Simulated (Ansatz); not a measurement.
BAs under load (space group I-4m2), r2SCAN with spin-orbit coupling, rigid bands (Ansatz, a first-principles code). Condition of this run: uniaxial stress along [001] of -22.4 GPa (compression positive) (the target of the relaxation). Band gap 0.58 eV, N_c = 2.29e19 cm⁻³ and N_v = 3.54e18 cm⁻³ at 300 K, conductivity masses along z (a = (0.00, 2.35, 2.60) Å; b = (2.35, 0.00, 2.60) Å; c = (2.35, 2.35, 0.00) Å) of 0.231 mₑ (electrons) and 0.213 mₑ (holes). Take k_BT = 0.02585 eV.

Q: What thermal injection velocity √(2k_BT/πm) limits a ballistic channel along the direction named?

A: 1.12e7 cm/s for electrons and 1.17e7 cm/s for holes, a ratio of √(m_h/m_e) = 0.960, for dilute carriers.

Q: A film of it is 8 nm thick, with its normal along the direction named. Estimate the confinement energies in an infinite well.

A: ħ²π²/(2m t²) = 0.376 eV·nm²/(m/mₑ × t²) gives 25.4 meV for electrons and 27.6 meV for holes, so the gap would widen to about 0.63 eV. Finite barriers and nonparabolic bands lower this, and with several valleys or bands the heaviest mass along the normal sets the lowest level, not this average.

Q: What built-in voltage has an abrupt junction with N_A = 1e17 and N_D = 1e17 cm⁻³, all dopants ionised?

A: V_bi = E_g/e − (k_BT/e) ln(N_c N_v/(N_A N_D)) = 0.58 − 0.02585 × 9.00 = 0.35 V, for the computed gap.

Rigid bands with the computed gap; masses take one relaxation time for all states. Geometry: cell and atoms relaxed with PBEsol.
